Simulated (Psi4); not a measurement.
Psi4 1.11, HF/def2-svp: Zr(O)2 ([O]=[Zr]=[O]), 3 atoms. The geometry is a generated start, not checked to be a minimum at this level.

| Item | Result |
|---|---|
| task | energy |
| method | scf |
| basis | def2-svp |
| memory | 3 GB |
| maxiter | 100 |
| keys of the molecule block | symmetry c1 |
| scf_type | df (default) |
| diis_max_vecs | 10 (default) |
| e_convergence | 1e-06 (default) |
| d_convergence | 1e-06 (default) |
| effective core potentials | those of the basis set, past Kr |
| basis functions | 59 |

```xyz
3

Zr     0.4238    -0.3670     0.4345
O      0.8808     0.3896    -1.1072
O     -1.3046    -0.0225     0.6728
```

Charge 0 and multiplicity 1 are set for this test and not shown to be the ground state.

With the defaults (diis = true, scf_initial_accelerator = adiis, damping_percentage = 0, guess = auto, which took SAD, soscf = false, soscf_start_convergence = 0.01) it converges in 12 SCF iterations. One run each on 2 threads, with these changes:
- soscf = true, soscf_start_convergence = 0.001
- guess = sap
- guess = modhuckel
- soscf = true
- guess = gwh
- guess = sapgau
- diis = false, scf_initial_accelerator = none, damping_percentage = 60
- soscf = true, soscf_start_convergence = 0.1
- scf_initial_accelerator = ediis

Problem. Which runs fail or end elsewhere than the default run?

Solution. No convergence: diis = false, scf_initial_accelerator = none, damping_percentage = 60 (the run ends without SCF convergence in 100 iterations). The rest reach the solution of the defaults.

```tsv
setting	SCF iterations	JK calls	end
soscf = true, soscf_start_convergence = 0.1	7	28	same solution
soscf = true	8	29	same solution
soscf = true, soscf_start_convergence = 0.001	9	25	same solution
the defaults	12	13	same solution
scf_initial_accelerator = ediis	12	13	same solution
guess = gwh	13	13	same solution
guess = modhuckel	13	32	same solution
guess = sap	14	14	same solution
guess = sapgau	14	14	same solution
diis = false, scf_initial_accelerator = none, damping_percentage = 60	100	101	no convergence
```

An SOSCF iteration holds several JK calls; a Hückel guess adds calls on atoms. 1 further run of the study ended by our limits or in an error and is left out.
